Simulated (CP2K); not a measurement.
CP2K 2026.2, DFT, PBE, Gaussian and plane waves, DZVP-MOLOPT bases, GTH-PBE potentials: W(110) slab of 5 layers, 1x1, atoms displaced (W5), unrelaxed, 5 atoms. Basis and mesh were picked for this test and aren't claimed converged.

```json
{
  "cell": "3.17, 2.74, 28.95 Å; 90, 90, 54.7°",
  "distance_to_the_nearest_atom": "2.69 to 2.74 Å",
  "SCF method": "diagonalisation with mixing (no OT or OUTER_SCF section)",
  "task": "scf",
  "basis": "W=DZVP-MOLOPT-SR-GTH-q14",
  "GLOBAL/RUN_TYPE": "ENERGY_FORCE",
  "GLOBAL/PRINT_LEVEL": "LOW",
  "QS/METHOD": "GPW",
  "QS/EPS_DEFAULT": "1e-12",
  "MGRID/CUTOFF": "400 Ry",
  "MGRID/REL_CUTOFF": "50 Ry",
  "SCF/SCF_GUESS": "ATOMIC",
  "SCF/EPS_SCF": "1e-06",
  "SCF/MAX_SCF": "150",
  "SCF/DIAGONALIZATION/ALGORITHM": "STANDARD",
  "SCF/MIXING/METHOD": "BROYDEN_MIXING",
  "SCF/MIXING/ALPHA": "0.15",
  "SCF/MIXING/NBUFFER": "8",
  "SCF/ADDED_MOS": "8",
  "SCF/SMEAR/METHOD": "FERMI_DIRAC",
  "SCF/SMEAR/ELECTRONIC_TEMPERATURE": "[K] 1000",
  "KPOINTS/SCHEME": "MONKHORST-PACK 4 4 1",
  "KPOINTS/GAMMA_CENTERED": "T",
  "GLOBAL/PREFERRED_DIAG_LIBRARY": "ELPA (default)",
  "SCF/MIXING/BETA": "0.5 (default)",
  "MGRID/NGRIDS": "4 (default)",
  "basis_functions": "130"
}
```

It runs on a single node (AMD EPYC (Zen 5), 96 cores on 1 socket, no SMT, 12 L3 cache groups).

Wall times, medians of two to five repeats, each run alone on the node (launch to exit). Processes are pinned to neighbouring cores unless said otherwise. Build: conda-forge: MPICH, OpenMP, OpenBLAS, FFTW, ScaLAPACK, ELPA, COSMA, DBCSR on BLAS. Other compilers and libraries give other times. Scratch files lie in a memory file system.

First run (48 ranks):

```
 SUBROUTINE                       CALLS  ASD         SELF TIME        TOTAL TIME
                                MAXIMUM       AVERAGE  MAXIMUM  AVERAGE  MAXIMUM
 CP2K                                 1  1.0    0.007    0.010    7.822    7.823
 qs_forces                            1  2.0    0.000    0.000    7.770    7.772
 qs_energies                          1  3.0    0.001    0.001    7.274    7.275
 scf_env_do_scf                       1  4.0    0.000    0.000    7.000    7.001
 scf_env_do_scf_inner_loop           28  5.0    0.004    0.008    7.000    7.001
 qs_scf_new_mos_kp                   28  6.0    0.000    0.000    2.244    3.264
 do_general_diag_kp                  28  7.0    0.003    0.003    2.244    3.264
 rebuild_ks_matrix                   29  6.9    0.000    0.000    2.125    2.469
 qs_ks_build_kohn_sham_matrix        29  7.9    0.008    0.009    2.125    2.469
 qs_ks_update_qs_env                 28  6.0    0.000    0.000    2.134    2.461
 sum_up_and_integrate                29  8.9    0.000    0.000    1.964    2.303
 integrate_v_rspace                  29  9.9    0.000    0.000    1.963    2.302
 grid_integrate_task_list            29 10.9    0.788    2.209    0.788    2.209
 mp_alltoall_d11v                 16151 10.1    1.168    2.180    1.168    2.180
 transfer_rs2pw                     117  9.0    0.000    0.001    1.378    2.109
 rs_gather_matrices                  29 10.9    0.002    0.013    1.091    2.096
 mp_waitany                        8016 12.4    1.362    2.093    1.362    2.093
 transfer_rs2pw_200                  30  9.9    0.008    0.010    1.352    2.084
 qs_rho_update_rho_low               29  6.0    0.000    0.000    2.078    2.081
 calculate_rho_elec                  29  7.0    0.001    0.001    2.078    2.081
 density_rs2pw                       29  8.0    0.000    0.001    1.323    2.035
 grid_collocate_task_list            29  8.0    0.726    1.959    0.726    1.959
 mp_alltoall_i22                   5364  9.6    0.783    1.891    0.783    1.891
 dbcsr_desymmetrize_deep           2962  8.3    0.013    0.016    0.699    1.776
 cp_cfm_geeig                       140  8.0    0.000    0.000    1.123    1.128
 cp_cfm_heevd                       140  9.0    0.000    0.000    0.974    0.981
 cp_cfm_heevd_base                  140 10.0    0.974    0.981    0.974    0.981
 copy_dbcsr_to_fm                  1822  7.6    0.005    0.005    0.609    0.657
 dbcsr_complete_redistribute       2402  8.9    0.025    0.032    0.499    0.518
 write_kpoints_restart               28  6.0    0.001    0.001    0.464    0.465
 mp_sum_d                         20434  9.7    0.360    0.451    0.360    0.451
 build_core_hamiltonian_matrix_       1  3.0    0.000    0.000    0.088    0.370
 calculate_ecore_overlap              2  4.0    0.000    0.000    0.285    0.367
 cp_fm_write_unformatted            682  7.0    0.124    0.247    0.156    0.297
 kpoint_density_transform            29  7.9    0.003    0.003    0.196    0.202
 mp_cart_sub                       3651  9.6    0.168    0.174    0.168    0.174
 mp_send_dv                         682  8.0    0.031    0.171    0.031    0.171
 fft_wrap_pw1pw2                    521 11.0    0.001    0.002    0.164    0.171
 build_core_ppnl_forces               1  4.0    0.050    0.153    0.050    0.153
 qs_energies_init_hamiltonians        1  4.0    0.000    0.000    0.150    0.150
 qs_env_update_s_mstruct              1  5.0    0.000    0.000    0.112    0.140
 fft_wrap_pw1pw2_200                347 12.3    0.003    0.004    0.132    0.139
 copy_fm_to_dbcsr                   580  8.9    0.001    0.001    0.130    0.138
 rskp_transform                     570  7.9    0.019    0.137    0.019    0.137
 calculate_rho_core                   1  6.0    0.000    0.000    0.108    0.136
 build_core_hamiltonian_matrix        1  5.0    0.000    0.001    0.034    0.134
```

Second run:

```
 SUBROUTINE                       CALLS  ASD         SELF TIME        TOTAL TIME
                                MAXIMUM       AVERAGE  MAXIMUM  AVERAGE  MAXIMUM
 CP2K                                 1  1.0    0.005    0.007    4.729    4.730
 qs_forces                            1  2.0    0.000    0.000    4.694    4.695
 qs_energies                          1  3.0    0.001    0.001    4.453    4.454
 scf_env_do_scf                       1  4.0    0.000    0.000    4.264    4.264
 scf_env_do_scf_inner_loop           28  5.0    0.004    0.006    4.264    4.264
 qs_scf_new_mos_kp                   28  6.0    0.000    0.000    1.552    1.569
 do_general_diag_kp                  28  7.0    0.003    0.003    1.552    1.569
 qs_ks_update_qs_env                 28  6.0    0.000    0.000    1.255    1.276
 rebuild_ks_matrix                   29  6.9    0.000    0.000    1.199    1.220
 qs_ks_build_kohn_sham_matrix        29  7.9    0.008    0.009    1.199    1.220
 sum_up_and_integrate                29  8.9    0.000    0.000    0.941    0.953
 integrate_v_rspace                  29  9.9    0.000    0.000    0.940    0.952
 qs_rho_update_rho_low               29  6.0    0.000    0.000    0.925    0.930
 calculate_rho_elec                  29  7.0    0.002    0.002    0.925    0.930
 grid_integrate_task_list            29 10.9    0.807    0.833    0.807    0.833
 grid_collocate_task_list            29  8.0    0.729    0.777    0.729    0.777
 cp_cfm_geeig                       140  8.0    0.000    0.000    0.751    0.755
 cp_cfm_heevd                       140  9.0    0.000    0.000    0.625    0.628
 cp_cfm_heevd_base                  140 10.0    0.625    0.628    0.625    0.628
 mp_alltoall_i22                   5364  9.6    0.432    0.557    0.432    0.557
 copy_dbcsr_to_fm                  1822  7.6    0.005    0.006    0.494    0.554
 dbcsr_desymmetrize_deep           2962  8.3    0.014    0.016    0.393    0.487
 dbcsr_complete_redistribute       2402  8.9    0.025    0.029    0.381    0.418
 write_kpoints_restart               28  6.0    0.001    0.001    0.380    0.381
 fft_wrap_pw1pw2                    521 11.0    0.001    0.001    0.284    0.299
 fft3d_ps                           521 13.0    0.042    0.082    0.249    0.272
 mp_sum_d                         20438  9.7    0.186    0.268    0.186    0.268
 fft_wrap_pw1pw2_200                347 12.3    0.004    0.007    0.247    0.267
 cp_fm_write_unformatted            682  7.0    0.105    0.231    0.128    0.253
 density_rs2pw                       29  8.0    0.000    0.001    0.161    0.230
 mp_waitany                        2712 12.4    0.154    0.227    0.154    0.227
 mp_alltoall_z22v                   521 15.0    0.188    0.227    0.188    0.227
 transfer_rs2pw                     117  9.0    0.000    0.001    0.152    0.222
 transfer_rs2pw_200                  30  9.9    0.005    0.008    0.135    0.205
 qs_vxc_create                       29  8.9    0.000    0.001    0.192    0.195
 xc_vxc_pw_create                    29  9.9    0.003    0.004    0.191    0.194
 kpoint_density_transform            29  7.9    0.003    0.003    0.185    0.192
 rskp_transform                     570  7.9    0.053    0.183    0.053    0.183
 build_core_hamiltonian_matrix_       1  3.0    0.000    0.000    0.073    0.178
 calculate_ecore_overlap              2  4.0    0.000    0.000    0.109    0.163
 mp_send_dv                         682  8.0    0.022    0.142    0.022    0.142
 mp_alltoall_d11v                 16151 10.1    0.102    0.135    0.102    0.135
 xc_pw_derive                       174 11.9    0.000    0.000    0.124    0.134
 yz_to_x                            175 14.4    0.004    0.011    0.107    0.133
 copy_fm_to_dbcsr                   580  8.9    0.001    0.002    0.109    0.131
 dbcsr_dot                        19779  8.9    0.043    0.060    0.120    0.124
```

Problem. Which of these changes turns the first timing block into the second?
A) 2 ranks × 24 threads
B) 16 ranks × 3 threads
C) 4 ranks × 12 threads

Solution. B, 16 ranks × 3 threads. The largest move is in message passing and waiting (mp_*): 4.1 s to 1.4 s. The other changes gave 7.5 s (4 ranks × 12 threads), 7.4 s (2 ranks × 24 threads), against 5.7 s here and 9.1 s at first.
